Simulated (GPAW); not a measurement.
Band structure of BaTiO3 (Pm-3m, 5 atoms in the cell).

```yaml
crystal:
  lattice:
    - [4.06940, 0.00000, 0.00000]
    - [0.00000, 4.06940, 0.00000]
    - [0.00000, 0.00000, 4.06940]
  atoms:
    - { symbol: Ba, position: [0.50000, 0.50000, 0.50000] }
    - { symbol: Ti, position: [0.00000, 0.00000, 0.00000] }
    - { symbol: O, position: [0.50000, 0.00000, 0.00000] }
    - { symbol: O, position: [0.00000, 0.50000, 0.00000] }
    - { symbol: O, position: [0.00000, 0.00000, 0.50000] }
```

Method: PBE, GPAW PAW datasets PBE (gpaw-data 1.0.1) (plane waves; GPAW).

Settings: mode = pw; ecut = 950 eV; xc = PBE; kpts = 4 4 4; mesh shift (steps) = 0 0 0; occupations.name = fermi-dirac; occupations.width = 0 eV; nbands = -4; convergence.bands = -2; symmetry.symmorphic = false; symmetry.tolerance = 0.0005; maxiter = 150; bandpath_npoints = 40.

The starting cell comes from a database of computed structures (which also holds hypothetical and non-ambient phases and stackings), without a prior relaxation at this level. Its lattice was rescaled by a random factor within 2.5 % of one.

### Question
Predict the gap along the standard path and the places of the band edges.

### Answer
The gap along the path is 1.66 eV, from R to Γ; the smallest direct gap on it is 1.84 eV.

Levels in eV from the top of the valence band on the SCF mesh, bands 17 to 24:
```json
[
 {"point": "Γ", "17": "-1.02", "18": "-0.18", "19": "-0.18", "20": "-0.18", "21": "1.66", "22": "1.66", "23": "1.66", "24": "3.59"},
 {"point": "X", "17": "-1.76", "18": "-1.76", "19": "-0.70", "20": "-0.70", "21": "1.80", "22": "3.26", "23": "3.26", "24": "3.59"},
 {"point": "M", "17": "-1.73", "18": "-0.89", "19": "-0.89", "20": "-0.07", "21": "3.26", "22": "3.26", "23": "3.66", "24": "4.38"},
 {"point": "R", "17": "-2.40", "18": "0.00", "19": "0.00", "20": "0.00", "21": "3.87", "22": "3.87", "23": "3.87", "24": "6.54"}
]
```
